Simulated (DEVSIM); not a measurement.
Structure: illuminated Si n-on-p cell, one wavelength, at 300 K.

Layer 1 from the left is Si, thickness (μm) 0.480, Nd (cm⁻³) 2.8e18, τn (s) 2.3e-7, τp (s) 1.4e-7, absorption coefficient (cm⁻¹) 37000. Layer 2 from the left is Si, thickness (μm) 90.0, Na (cm⁻³) 6.9e15, τn (s) 5.1e-6, τp (s) 5.1e-6, absorption coefficient (cm⁻¹) 37000.

Left contact: ohmic, minority hole recombination velocity 4e5 cm/s. Right contact: ohmic, minority electron recombination velocity 5e6 cm/s. Voltage is applied to the left contact. Recombination: SRH at mid-gap, radiative, Auger. Light enters at the left, 1.1e17 photons cm⁻² s⁻¹, one pass, no reflection. Mobility is constant in doping.

This is a model device: material constants are rounded textbook-type values typed into the input, and sizes, dopings and lifetimes were drawn at random. Values at 300 K.

Si: gap (eV) 1.124, affinity (eV) 4.05, permittivity 11.7, Nc (cm⁻³) 2.86e19, Nv (cm⁻³) 3.1e19, μn (cm²/Vs) 1417, μp (cm²/Vs) 470, B (cm³/s) 4.7e-15, Cn (cm⁶/s) 2.8e-31, Cp (cm⁶/s) 9.9e-32.

Simulated with DEVSIM: 1D drift-diffusion, Boltzmann statistics, complete ionisation; no tunnelling, impact ionisation, image-force lowering or self-heating.

### Question
What does the simulation give for the potential step across the device at zero bias, the dark forward voltage at 100 A/cm², the largest field in the device at zero bias, the share of generated pairs collected at short circuit?

### Answer
potential step across the device at zero bias 0.847 V; dark forward voltage at 100 A/cm² 0.880 V; largest field in the device at zero bias 97000 V/cm; share of generated pairs collected at short circuit 0.674.
